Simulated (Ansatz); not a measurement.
Base system: Pt in the fcc (Cu type) structure (space group Fm-3m, No. 225; a = 3.9403 Å).

Computed with Kohn–Sham DFT with the r2SCAN functional, run in Ansatz (a first-principles code) with PAW and 500 eV plane waves, scalar-relativistic without spin-orbit coupling.

One change was made to it. Results:

```tsv
quantity	base	after
density	21.18 g/cm³	24.12 g/cm³
shortest interatomic distance	2.786 Å	2.668 Å
```

Name the change that was made.
A) pressure 50 GPa
B) pressure 15 GPa
C) pressure 100 GPa

A, pressure 50 GPa. For comparison, the density in the other runs: pressure 15 GPa gives 22.23 g/cm³; pressure 100 GPa gives 26.14 g/cm³.

Load acts through the strain it causes; cell and atoms are relaxed under it. No phonon test of stability was made. No other phases were tried under pressure. All final runs are without spin polarisation.
